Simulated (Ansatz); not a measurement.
Base system: CdBr2 (space group P6_3mc, No. 186; a = 3.980 Å, c = 12.567 Å; layered, stacked along the Cartesian z axis).

The values are results of Ansatz (a program for electronic structure) r2SCAN+rVV10, no SOC, not measurements.

Before the change:

- Density: 5.24 g/cm³
- Gap character: direct at Γ
- Band gap: 3.45 eV

One thing is altered: a hydrostatic pressure of 60 GPa.

Predict the new valence-band top at Γ.

The valence-band top at Γ (three highest levels, from the VBM) comes out as 0.00, 0.00, -0.76 eV.

Predict the new density.

The density goes up by 3.83 g/cm³ (5.24 g/cm³ → 9.07 g/cm³).

What happens to the gap character?

The gap character goes from direct at Γ to indirect, Γ → M.

Predict the new band gap.

The band gap falls by 1.053 eV (3.45 eV → 2.39 eV).

Load acts through the strain it causes; cell and atoms are relaxed under it. Whether these cells are dynamically stable was not tested. No other phases were tried under pressure.
